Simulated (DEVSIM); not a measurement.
Device: W/Al2O3/p-Ge capacitor, at 300 K.

| layer (left to right) | material | thickness (nm) | Na (cm⁻³) |
|---|---|---|---|
| 1 | Al2O3 | 25.0 | - |
| 2 | Ge | 3600 | 2.7e16 |

Metal gate on the left, work function 4.6 eV. Fixed charge at the semiconductor interface -5.5e11 cm⁻² (in units of +e); interface traps 2.1e11 cm⁻² eV⁻¹, uniform in energy, neutral level at 0.5 of the gap above the valence band.

Constants are typed, rounded textbook-type inputs, not results; the design itself was drawn at random and stands for no fabricated device. Values at 300 K.

```csv
parameter,Al2O3,Ge
gap (eV),6.8,0.664
affinity (eV),1.35,4
permittivity,9,16
Nc (cm⁻³),-,1.04e19
Nv (cm⁻³),-,6e18
```

Model (solved in DEVSIM): 1D Poisson equation in equilibrium, Boltzmann statistics, complete ionisation; no quantum confinement or tunnelling. Metal contacts follow the ideal Schottky-Mott rule: no Fermi-level pinning, no interface dipoles.

**Question.** Tabulate band edges, carrier densities and field at 0.8 V on the gate.

**Answer.** Energies count from the Fermi level of the right contact; mesh points crowd at the junctions.

```tsv
x (μm)	Ec (eV)	Ev (eV)	n (cm⁻³)	p (cm⁻³)	field (V/cm)
0.000	2.450	-4.350	< 1e2	< 1e2	180000
0.001567	2.479	-4.321	< 1e2	< 1e2	180000
0.004857	2.539	-4.261	< 1e2	< 1e2	180000
0.01236	2.675	-4.125	< 1e2	< 1e2	180000
0.02128	2.838	-3.962	< 1e2	< 1e2	180000
0.02403	2.888	-3.912	< 1e2	< 1e2	180000
0.02526	0.257	-0.407	5.1e14	8.6e11	38000
0.02849	0.269	-0.395	3.1e14	1.4e12	37000
0.03470	0.292	-0.372	1.3e14	3.3e12	36000
0.05004	0.343	-0.321	1.8e13	2.4e13	31000
0.08707	0.436	-0.228	4.9e11	8.9e14	20000
0.2239	0.523	-0.141	1.7e10	2.6e16	480
0.4906	0.524	-0.140	1.6e10	2.7e16	≈ 0
1.150	0.524	-0.140	1.6e10	2.7e16	≈ 0
2.712	0.524	-0.140	1.6e10	2.7e16	≈ 0
3.247	0.524	-0.140	1.6e10	2.7e16	≈ 0
3.469	0.524	-0.140	1.6e10	2.7e16	≈ 0
3.559	0.524	-0.140	1.6e10	2.7e16	≈ 0
3.605	0.524	-0.140	1.6e10	2.7e16	≈ 0
3.617	0.524	-0.140	1.6e10	2.7e16	≈ 0
3.623	0.524	-0.140	1.6e10	2.7e16	≈ 0
3.625	0.524	-0.140	1.6e10	2.7e16	≈ 0
```
